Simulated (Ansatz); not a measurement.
Carrier properties of Rb$_{2}$PtC$_{2}$ (P-3m1)

Here is the system:

```
PtRb2C2
1.0
    5.33972     0.00000     0.00000
   -2.66986     4.62433     0.00000
    0.00000     0.00000     5.19670
Rb Pt C
2 1 2
Cartesian
  0.00000   3.08289   1.42913
  2.66986   1.54144   3.76756
  0.00000   0.00000   0.00000
  0.00000   0.00000   3.23526
  0.00000   0.00000   1.96144
```

Computed with PBEsol, rigid bands (plane waves, PAW, scalar-relativistic; Ansatz, an electronic-structure program). Geometry: cell and atoms relaxed with PBEsol.

| Item | Value |
|---|---|
| band gap | 1.06 eV |
| electron conductivity mass (300 K, dilute) | 0.91 (x), 0.91 (y), 0.131 (z) mₑ |
| effective density of states N_c (300 K) | 2.4e19 cm⁻³ |
| density-of-states mass, electrons | 0.98 mₑ |
| Seebeck coefficient, n-type 1e19 cm⁻³, 300 K | -289 μV/K |
| best n-type power factor at 300 K for τ = 10 fs (best axis; densities from 1e16 to 1e21 cm⁻³ tried, whether or not they can be reached) | 29 μW/(cm·K²) at 1e20 cm⁻³ |

Rigid bands; masses and Seebeck coefficients take one relaxation time τ for all states and one kind of carrier; polarons and phonon drag are left out. Spin-orbit coupling is left out; with 5d elements it also splits d-like band edges.

Formula and space group known from diffraction (Crystallography Open Database), not checked to be the room-temperature form: Rb2PtC2 (P-3m1).
